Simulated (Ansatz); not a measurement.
**Nb2CS: response to strain**

Start from Nb₂CS (space group P6_3/mmc, No. 194; a cell from a computed database, its experimental status unchecked).

```xyz
8
Lattice="3.2683 0.0000 0.0000 -1.6342 2.8305 0.0000 0.0000 0.0000 11.5634" Properties=species:S:1:pos:R:3 pbc="T T T"
Nb     1.6342     0.9435    10.4521
Nb     0.0000     1.8870     1.1113
Nb     0.0000     1.8870     4.6704
Nb     1.6342     0.9435     6.8930
C      0.0000     0.0000     0.0000
C      0.0000     0.0000     5.7817
S      0.0000     1.8870     8.6726
S      1.6342     0.9435     2.8909
```

Cartesian axes are those of the cell as printed.

Strains are applied to the cell and any free atomic positions relax; under stress the whole cell relaxes.

Method: DFT with PBEsol, PAW potentials and a 420 eV plane-wave cutoff in Ansatz (a program for electronic structure), no spin-orbit coupling.

Notes on the quantities. energy relative to the base: free energy F.

| change | volume per atom | energy relative to the base |
|---|---|---|
| base | 13.37 Å³ | 0 meV/atom |
| uniaxial strain ε_xx = +1.39 % | 13.56 Å³ | +2.7 meV/atom |
| uniaxial strain ε_yy = −4.26 % | 12.80 Å³ | +28 meV/atom |
| uniaxial stress, 2 GPa compression along x | 13.33 Å³ | +0.6 meV/atom |

Without a gap, meshes like the base's 16×16×4 leave anisotropic stresses uncertain by several tenths of a GPa, and small strain energies with them. Beyond what the load breaks, stability against distortions was not tested. All final runs are without spin polarisation.
